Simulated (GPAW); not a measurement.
Band structure of YBRh₃ (Pm-3m, 5 atoms in the cell).

```xyz
5
Lattice="4.1788 0.0000 0.0000 0.0000 4.1788 0.0000 0.0000 0.0000 4.1788" Properties=species:S:1:pos:R:3 pbc="T T T"
Y      0.0000     0.0000     0.0000
B      2.0894     2.0894     2.0894
Rh     0.0000     2.0894     2.0894
Rh     2.0894     0.0000     2.0894
Rh     2.0894     2.0894     0.0000
```

Level of theory: PBEsol, GPAW PAW datasets PBEsol (made by gpaw-setup) (plane waves; GPAW).

Settings: mode = pw; ecut = 950 eV; xc = PBEsol; kpts = 7 7 7; mesh shift (steps) = 0 0 0; occupations.name = methfessel-paxton; occupations.width = 0.136 eV; occupations.order = 0; nbands = -13; convergence.density = 1e-05 e/electron; symmetry.symmorphic = false; symmetry.tolerance = 0.0005; maxiter = 100; bandpath_npoints = 40.

The starting cell comes from a database of computed structures (which also holds hypothetical and non-ambient phases and stackings), without a prior relaxation at this level. Spin polarisation is off.

Levels in eV from the Fermi level, bands 26 to 33:
```
point     26     27     28     29     30    31    32    33
-----  -----  -----  -----  -----  -----  ----  ----  ----
Γ      -0.68  -0.68  -0.68   0.28   0.28  0.28  0.29  3.75
X      -1.31  -1.13  -1.13  -0.72   0.28  1.85  1.85  3.24
M      -2.18  -1.37  -1.14  -0.83  -0.54  1.55  1.55  3.14
R      -1.21   0.12   0.12   0.12   1.50  1.50  1.50  2.21
```

Bands cross the Fermi level along this path, so the cell is metallic at this level.
